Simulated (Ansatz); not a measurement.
Band structure of FeClO (Pmmn, 6 atoms in the cell).

```
CELL_PARAMETERS angstrom
      3.24085     0.00000     0.00000
      0.00000     3.80578     0.00000
      0.00000     0.00000     8.08806
ATOMIC_POSITIONS crystal
  Fe 0.50000 0.00000 0.10925
  Fe 0.00000 0.50000 0.89075
  Cl 0.00000 0.00000 0.31957
  Cl 0.50000 0.50000 0.68043
  O  0.00000 0.00000 0.95296
  O  0.50000 0.50000 0.04704
```
Moments meant for the start (each program seeds them in its own way; μB, in the order of the atoms Fe Fe Cl Cl O O): 4.0 4.0 0.0 0.0 0.0 0.0.

Method of the run: PBEsol, PAW files made with PBE (plane waves; Ansatz, a first-principles code).

Settings: kpoints.mp_grid.grid = 4 3 2; hamiltonian.xc = pbesol; hamiltonian.pseudopotentials = {kind: paw} (an earlier, softer set of the program's PAW files); magnetization.spin_polarized = true; scf.occupations.method = fermi_dirac; scf.occupations.width = 0.02 eV; kpoints.band_path.npoints = 8.

The starting cell comes from a database of computed structures (which also holds hypothetical and non-ambient phases and stackings), without a prior relaxation at this level. Its lattice was rescaled by a random factor within 2.5 % of one. The magnetic order is the one reached from the typed start; others were not searched systematically. The program warned that, by what it read of turns of the moments, another magnetic order lies lower.

Levels in eV from the Fermi level, bands 31 to 38 of the first spin channel:
```json
[
 {"point": "Γ", "31": "-1.30", "32": "-0.81", "33": "-0.30", "34": "-0.19", "35": "4.36", "36": "6.54", "37": "7.75", "38": "7.79"},
 {"point": "X", "31": "-1.57", "32": "-1.57", "33": "-0.55", "34": "-0.55", "35": "6.65", "36": "6.65", "37": "8.40", "38": "8.40"},
 {"point": "S", "31": "-0.60", "32": "-0.60", "33": "0.19", "34": "0.19", "35": "6.44", "36": "6.44", "37": "7.28", "38": "7.28"},
 {"point": "Y", "31": "-0.30", "32": "-0.30", "33": "-0.07", "34": "-0.07", "35": "6.89", "36": "6.89", "37": "7.75", "38": "7.75"},
 {"point": "Z", "31": "-1.27", "32": "-0.76", "33": "-0.38", "34": "-0.09", "35": "5.24", "36": "5.85", "37": "7.41", "38": "8.11"},
 {"point": "U", "31": "-1.57", "32": "-1.57", "33": "-0.38", "34": "-0.38", "35": "6.52", "36": "6.52", "37": "8.72", "38": "8.72"},
 {"point": "R", "31": "-0.63", "32": "-0.63", "33": "0.17", "34": "0.17", "35": "6.87", "36": "6.87", "37": "7.06", "38": "7.06"},
 {"point": "T", "31": "-0.41", "32": "-0.41", "33": "-0.07", "34": "-0.07", "35": "6.97", "36": "6.97", "37": "7.61", "38": "7.61"}
]
```

Bands cross the Fermi level along this path, so the cell is metallic at this level.

The net moment of the cell came out as 8.67 μB.

Keys are those of Ansatz 0.2.
